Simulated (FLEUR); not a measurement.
## Equation of state of AlB2-type MgB2 (space group 191): energy against volume (FLEUR, PBE)

```yaml
crystal:
  lattice:
    - [3.03506, 0.00000, 0.00000]
    - [-1.51753, 2.62844, 0.00000]
    - [0.00000, 0.00000, 3.45741]
  atoms:
    - { symbol: Mg, position: [0.00000, 0.00000, 0.00000] }
    - { symbol: B, position: [0.66667, 0.33333, 0.50000] }
    - { symbol: B, position: [0.33333, 0.66667, 0.50000] }
```

Method of the run: PBE, all-electron FLAPW (FLEUR), scalar-relativistic valence in FLEUR. Settings: Kmax = 4.45 1/bohr; GmaxXC = 17.8 1/bohr; xcFunctional = pbe; jspins = 1; l_soc = F; mode = hist; fermiSmearingEnergy = 0.00183747 Htr; mesh (inpgen div1-3) = 22 22 17; inpgen gamma flag = true; Gmax = 17.8 1/bohr; numbands = 0; maxIterBroyd = 25; imix = Anderson; alpha = 0.05; precondParam = 0; minDistance = 1e-05 me/bohr^3. The cell above is the first row's. The rows scale it uniformly. In all rows fractional positions and the k mesh are held. E is the free energy at the stated smearing, counted from the lowest row.

```
V (Å^3/atom)  E (meV/atom)
------------  ------------
9.1938                   ?
9.3936                2.37
9.5935                0.00
9.7934                1.62
9.9932                6.88
10.1931              15.42
10.3930              26.96
10.5928              41.21
10.7927              57.93
```

Taking the third-order Birch-Murnaghan form, a cubic in V^(-2/3) for E over the 8 complete rows: With u = V^(-2/3) - 0.214, the rows have u = 0.010618, 0.007487, 0.004463, 0.001541, -0.001286, -0.004023, -0.006671, -0.009239. Least squares gives E = 11.110 - 3077.21·u + 213982·u² - 159037·u³. Residuals (row less fit): -0.001, 0.001, -0.004, 0.004, -0.002, -0.003, 0.002, -0.001; standard error 0.004 (degrees of freedom: 4). Its minimum lies at u = 0.007249, so V0 = (0.221249)^(-3/2) = 9.609. There d²E/du² = 421000 and d³E/du³ = -954200, so B0 = (4/9) × 9.609^(-7/3) × 421000 × 0.160218 = 153 GPa (the last factor turns the table's units into GPa), and B0' = 4 + (2/3) × 0.221249 × (-954200)/421000 = 3.7.

Question: Estimate the missing E (V = 9.1938); what did the run itself give?

Answer: u = 0.013861, so E = 11.110 - 3077.21 × 0.013861 + 213982 × 0.013861² - 159037 × 0.013861³ = 9.145 meV/atom. The calculation gives 9.15 meV/atom, which the fit meets to the printed digits. The row lies outside the fitted rows, so this is an extrapolation. From the scatter of the fitted rows alone, a prediction at this place has a standard error of 0.011 meV/atom, so the miss is 0.4 times that.

Carrying the step between the two nearest rows on in a straight line would have given 4.74, off by 4.41; series whose last step already gives the withheld value aren't shown. The scan was laid around a cell of about the measured size, scaled by a guess for this functional; axis ratios and inner coordinates come from that cell. The runs keep the symmetry of the cell, so they don't test it for distortions. Values depend on the basis (sphere radii, cutoffs, local orbitals), which need not be converged. The shape of the cell and the inner coordinates aren't relaxed, so V0 and B0 belong to this uniform scaling; a relaxed crystal lies no higher in energy and is usually softer. Cutoffs and mesh are single choices, not tested for convergence of this quantity. Series with a scatter that would blur these digits, or in which a gap closes, are not shown. Nor are scans whose minimum lies at an end fitted in this form.
